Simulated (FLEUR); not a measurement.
Input and output of a self-consistent single point for RbSr3 (I4/mmm, 4 atoms in the cell) (FLEUR).

Computed with FLEUR with PBEsol, all-electron FLAPW (FLEUR), scalar-relativistic valence.

The change in words: lattice scaled by 0.98. Reference geometry:
```xyz
4
Lattice="-3.0907 3.0907 6.3760 3.0907 -3.0907 6.3760 3.0907 3.0907 -6.3760" Properties=species:S:1:pos:R:3 pbc="T T T"
Rb     0.0000     0.0000     0.0000
Sr     0.0000     3.0907     3.1880
Sr     3.0907     0.0000     3.1880
Sr     0.0000     0.0000     6.3760
```

Reference input (self-consistent single point, DFT, PBEsol, all-electron FLAPW (FLEUR), scalar-relativistic valence): Kmax = 3.8 1/bohr; GmaxXC = 13.3 1/bohr; xcFunctional = PBEs; jspins = 1; l_soc = F; mode = hist; fermiSmearingEnergy = 0.00367493 Htr; mesh (inpgen div1-3) = 5 5 5; inpgen gamma flag = false; Gmax = 13.3 1/bohr; numbands = 0; maxIterBroyd = 15. This run's input differs from it in these lines:

```diff
@@ -3,5 +3,5 @@
 &input film=f /
--5.8404820471 5.8404820471 12.0489032192
-5.8404820471 -5.8404820471 12.0489032192
-5.8404820471 5.8404820471 -12.0489032192
+-5.7236724061 5.7236724061 11.8079253438
+5.7236724061 -5.7236724061 11.8079253438
+5.7236724061 5.7236724061 -11.8079253438
 1.0
@@ -46,5 +46,5 @@
          <bravaisMatrix>
-            <row-1>   -5.8404820471000001     5.8404820471000001    12.0489032191999996</row-1>
-            <row-2>    5.8404820471000001    -5.8404820471000001    12.0489032191999996</row-2>
-            <row-3>    5.8404820471000001     5.8404820471000001   -12.0489032191999996</row-3>
+            <row-1>   -5.7236724061000004     5.7236724061000004    11.8079253437999991</row-1>
+            <row-2>    5.7236724061000004    -5.7236724061000004    11.8079253437999991</row-2>
+            <row-3>    5.7236724061000004     5.7236724061000004   -11.8079253437999991</row-3>
          </bravaisMatrix>
```

Log, with long lists cut:

```
 Iteration:     1   Distance:       1.40009284 me/bohr^3
 Iteration:     2   Distance:       1.32394100 me/bohr^3
 Iteration:     3   Distance:       0.33666048 me/bohr^3
 Iteration:     4   Distance:       0.14522608 me/bohr^3
 Iteration:     5   Distance:       0.09746884 me/bohr^3
   [... 5 lines left out ...]
 Iteration:    11   Distance:       0.00022718 me/bohr^3
 Iteration:    12   Distance:       0.00005107 me/bohr^3
 Iteration:    13   Distance:       0.00003314 me/bohr^3
 Iteration:    14   Distance:       0.00000726 me/bohr^3
 Run finished successfully
 Stop message:
   Structural relaxation: Done

[file out, last iteration]
             iter=     15
[...]
          total density-effective poten   -2.0262102094E+04
          total charge density-energy d   -4.0868891907E+02
 Updated energy parameters for spin:           1
[...]
 fermi energy and band-weighting factors:

[...]
FERMIE:
          first approx. to ef    (T=0)  :   0.132193 htr   (energy of the highest occ. eigenvalue)
          number of occ. states  (T=0)  :        351
          first approx. to seigv (T=0)  : -20.285005 htr
          sum of weights of occ. states :  19.584000
          sum of semicore charge        :   0.000000 e
FERHIS:  Fermi-Energy by histogram:
          bandgap                     :   0.000096 htr
   [... lines left out ...]
          charge neutrality (T=0)     :   0.168000    (zero if the highest occ. eigenvalue is "entirely" occupied)
     EF_NEWTON:  Adjust Fermi-Energy by Newton-Method.
 Direct bandgap for spin            1 :    4.1830060729473595E-003  Htr
 ---->    free energy=                    -12513.4387633881 htr
   [... lines left out ...]
 TOTAL FORCE FOR ATOM TYPE=  1  X=  0.000   Y=  0.000   Z=  0.000
                       FX_TOT= 0.000000 FY_TOT= 0.000000 FZ_TOT= 0.000000
 TOTAL FORCE FOR ATOM TYPE=  2  X=  5.724   Y=  0.000   Z= -5.904
                       FX_TOT= 0.000000 FY_TOT= 0.000000 FZ_TOT= 0.000000
 TOTAL FORCE FOR ATOM TYPE=  3  X=  0.000   Y=  0.000   Z= 11.808
                       FX_TOT= 0.000000 FY_TOT= 0.000000 FZ_TOT= 0.000000
 Structural relaxation: Done
```

The run converged in 14 iterations. FLEUR gives forces in its relaxation mode, with a further iteration, so its stop message speaks of a relaxation. Against the reference run the free energy goes down by 4.8 meV/atom.

The starting cell comes from a database of computed structures (which also holds hypothetical and non-ambient phases and stackings), without a prior relaxation at this level. For this run, on top of that: lattice scaled by 0.98. Values depend on the basis (sphere radii, cutoffs, local orbitals), which need not be converged. The log's line on a gap gives a spacing of levels on this mesh, which the program prints for metals too.

Cost on one core of a shared machine: roughly 5 min.
